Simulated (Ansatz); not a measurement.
Start from Ag in the fcc (Cu type) structure (space group Fm-3m, No. 225; a = 4.054 Å; relaxed with 0.1 eV smearing).

Computed with plane-wave PAW DFT at the PBEsol level (Ansatz, a quantum-chemistry and plane-wave program, 420 eV), no spin-orbit coupling.

For the base:

* **Pressure**: 0.0 GPa

One thing is altered: an isotropic linear strain of −2.00 %, atoms relaxed at fixed cell.

### Question
How does this affect the energy relative to the base and pressure?

### Answer
The energy goes up by 24 meV/atom; the pressure goes from zero to 8.6 GPa.

Whether these cells are dynamically stable was not tested.
